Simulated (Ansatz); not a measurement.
Reference: CuI (F-43m), PBEsol, rigid bands (plane waves, PAW, scalar-relativistic; Ansatz, a quantum-chemistry and plane-wave program); axes and stresses refer to this cell.

```
CELL_PARAMETERS angstrom
      0.00000     2.96958     2.96958
      2.96958     0.00000     2.96958
      2.96958     2.96958     0.00000
ATOMIC_POSITIONS crystal
  Cu 0.25000 0.25000 0.25000
  I  0.00000 0.00000 0.00000
```

- Seebeck coefficient, n-type 1e19 cm⁻³: -93 μV/K
- band gap: 1.18 eV
- hole conductivity mass: 0.73 mₑ

Problem. Change: hydrostatic pressure 5 GPa with spin-orbit coupling. What happens to Seebeck coefficient, n-type 1e19 cm⁻³, band gap, hole conductivity mass?

Solution. Seebeck coefficient, n-type 1e19 cm⁻³ moves little, to -92 μV/K; band gap goes up to 1.23 eV; hole conductivity mass shrinks to 0.57 mₑ.

Masses are for dilute carriers at 300 K, harmonic means over directions unless an axis is named. Seebeck coefficients are for the stated density at 300 K, with one relaxation time for all states and whether or not that doping can be reached. Spin-orbit coupling is left out unless a row names it; without it the gap and masses of crystals with these elements can be far off. Stresses and pressures are the targets of the relaxation.  The structure type is held under load, also where the real crystal would transform.
